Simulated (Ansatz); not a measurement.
Start from SnS in the GeS type structure (space group Pnma, No. 62).

SnS is taken in the orthorhombic space group Pnma (No. 62), Pearson symbol oP8. Cell: a = 10.9116 Å, b = 3.9534 Å, c = 4.1121 Å, α = 90.00°, β = 90.00°, γ = 90.00°. Sn on 4c is coordinated by 3 S at 2.611–2.672 Å and 2 S at 3.078 Å and 1 S at 3.266 Å. S on 4c has 3 Sn at 2.611–2.672 Å and 2 Sn at 3.078 Å and 1 Sn at 3.266 Å. (Neighbours: up to the widest gap in distance over summed covalent radii, below 1.35, at either atom; cation-cation and far metal-metal contacts left out.)

Method: plane-wave PAW DFT at the PBEsol-D3(BJ) level (Ansatz, a first-principles code, 420 eV), spin-orbit coupling left out.

Before the change:

The shortest interatomic distance comes out as 2.611 Å.

The change: a free-standing slab of 2 layers (8 atoms, 4 a layer) is cut normal to the stacking axis, with 15 Å of vacuum and the in-plane cell relaxed.

Predict the new excess energy per area of both faces.

The excess energy per area of both faces (slab less bulk energy over the cell's area: twice a surface energy) amounts to 0.96 J/m².

Estimate the effect on the shortest interatomic distance.

The shortest interatomic distance falls by 0.0377 Å to 2.574 Å.

Slab and bulk use different k-meshes, which limits the precision of the excess energy. No phonon test of stability was made.
